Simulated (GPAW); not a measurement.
A self-consistent single point of SiSbPt5 (P4/mmm, 7 atoms in the cell) with GPAW.

Method: PBEsol, GPAW PAW datasets PBEsol (made by gpaw-setup) (plane waves; GPAW).

```yaml
crystal:
  lattice:
    - [3.99638, 0.00000, 0.00000]
    - [0.00000, 3.99638, 0.00000]
    - [0.00000, 0.00000, 7.27309]
  atoms:
    - { symbol: Si, position: [0.00000, 0.00000, 0.50000] }
    - { symbol: Sb, position: [0.50000, 0.50000, 0.00000] }
    - { symbol: Pt, position: [0.00000, 0.50000, 0.30040] }
    - { symbol: Pt, position: [0.00000, 0.50000, 0.69960] }
    - { symbol: Pt, position: [0.50000, 0.00000, 0.30040] }
    - { symbol: Pt, position: [0.50000, 0.00000, 0.69960] }
    - { symbol: Pt, position: [0.00000, 0.00000, 0.00000] }
```

Reference input (self-consistent single point, DFT LDA (Perdew-Wang 92), plane waves, GPAW PAW datasets LDA (gpaw-data 1.0.1)): mode = pw; ecut = 600 eV; xc = LDA; kpts = 6 6 3; mesh shift (steps) = 0 0 0; occupations.name = methfessel-paxton; occupations.width = 0.1 eV; occupations.order = 0; nbands = -13; convergence.density = 1e-05 e/electron; symmetry.symmorphic = false; symmetry.tolerance = 0.0005. This run's input differs from it in these lines:

```diff
@@ -18,3 +18,3 @@
 calc = GPAW(mode={'name': 'pw', 'ecut': 600},
-            xc='LDA',
+            xc='PBEsol',
             kpts={'size': (6, 6, 3), 'gamma': True},
```

Its files differ too (potentials: GPAW PAW datasets PBEsol (made by gpaw-setup)).

Output, abridged:

```
     iter     time        total  log10-change:
                         energy   eigst   dens
iter:   1 --:--:--   -52.052431
iter:   2 --:--:--   -51.831415   -0.62  -1.42
iter:   3 --:--:--   -50.203932   -1.38  -1.44
iter:   4 --:--:--   -50.061464   -2.35  -1.67
iter:   5 --:--:--   -50.106841   -1.89  -1.76
iter:   6 --:--:--   -50.062724c  -2.44  -2.07
iter:   7 --:--:--   -49.946157   -2.56  -2.14
iter:   8 --:--:--   -49.934378   -3.34  -2.45
iter:   9 --:--:--   -49.931428c  -3.05  -2.50
iter:  10 --:--:--   -49.928850c  -4.30  -2.76
iter:  11 --:--:--   -49.927410c  -4.53  -2.91
iter:  12 --:--:--   -49.928513c  -4.52  -3.03
iter:  13 --:--:--   -49.928340c  -4.62  -3.11
   [... 5 lines left out ...]
iter:  19 --:--:--   -49.928068c  -6.35  -4.06
iter:  20 --:--:--   -49.928079c  -6.63  -4.12
iter:  21 --:--:--   -49.928081c  -7.27  -4.30
iter:  22 --:--:--   -49.928079c  -7.02  -4.39
iter:  23 --:--:--   -49.928082c  -7.75c -4.73
iter:  24 --:--:--   -49.928081c  -8.92c -4.94
iter:  25 --:--:--   -49.928078c  -8.20c -5.01c
Converged after 25 iterations.

Dipole moment: (-0.000000, -0.000000, 0.000000) |e|*Ang

Energy contributions relative to reference atoms: (reference = -2685254.435178)

Kinetic:        -45.717880
Potential:      +37.177605
External:        +0.000000
XC:             -38.520030
Entropy (-ST):   -0.030220
Local:           -2.852663
SIC:             +0.000000
--------------------------
Free energy:    -49.943188
Extrapolated:   -49.928078

Showing only first 2 kpts
 Kpt  Band  Eigenvalues  Occupancy
  0    47      9.66008    2.00000
  0    48     10.83713    1.15555
  0    49     10.88002    0.68158
  0    50     11.22018    0.00000

  1    47     10.68104    1.98377
  1    48     10.83752    1.15121
  1    49     10.87961    0.68579
  1    50     10.96700    0.10091

Fermi level: 10.85100

No gap
   [... lines left out ...]
  1 Sb    0.00000    0.00000    0.00000
  2 Pt    0.00000    0.00000   -0.08026
  3 Pt    0.00000    0.00000    0.08026
  4 Pt   -0.00000    0.00000   -0.08026
  5 Pt   -0.00000    0.00000    0.08026
  6 Pt   -0.00000    0.00000    0.00000

Stress tensor:
     0.051584     0.000000     0.000000
     0.000000     0.051584     0.000000
     0.000000     0.000000     0.046092
Stress (GPa, Voigt): [8.2647 8.2647 7.3848 0.     0.     0.    ]
```

The run converged in 25 iterations. GPAW prints stress with tension positive. Against the reference run the pressure goes from -12.09 to -7.97 GPa and the largest force goes from 0.032 to 0.080 eV/Å.

The starting cell comes from a database of computed structures (which also holds hypothetical and non-ambient phases and stackings), without a prior relaxation at this level. Spin polarisation is off. With a pressure of about -8 GPa the cell is away from its equilibrium volume at this level.

Cost on one core of a shared machine: roughly 3 min.
